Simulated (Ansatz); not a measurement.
La2O3 with two functionals, O vacancy

Start from a 10-atom supercell of La₂O₃ (space group P-3m1, No. 164; a = 3.940 Å, c = 6.188 Å) at its relaxed geometry.

(Cell as relaxed with PBE.)

Levels (all Ansatz, a program for electronic structure, PAW, earlier PAW set): PBE (420 eV, without spin-orbit coupling); PBEsol (420 eV, scalar-relativistic without spin-orbit coupling).

Each level relaxes its own structure.

Modification: one O atom is removed, atoms relaxed at fixed cell, starting from a slightly rattled geometry.

```csv
quantity,PBE,PBEsol
pressure,4.4 GPa,4.5 GPa
largest displacement of a host atom from its site in the perfect cell,0.05 Å,0.06 Å
```

PBE's pressure lies 0.17 GPa below PBEsol's. Neither level is exact; PBEsol is the comparison here, not a measurement.

Other magnetic orders, which the real material may have, were not ruled out. In so small a cell the defect repeats every few ångströms: this is an ordered compound, not a dilute defect. Starting moments died away, wholly or in part, for O vacancy; another magnetic solution may exist.
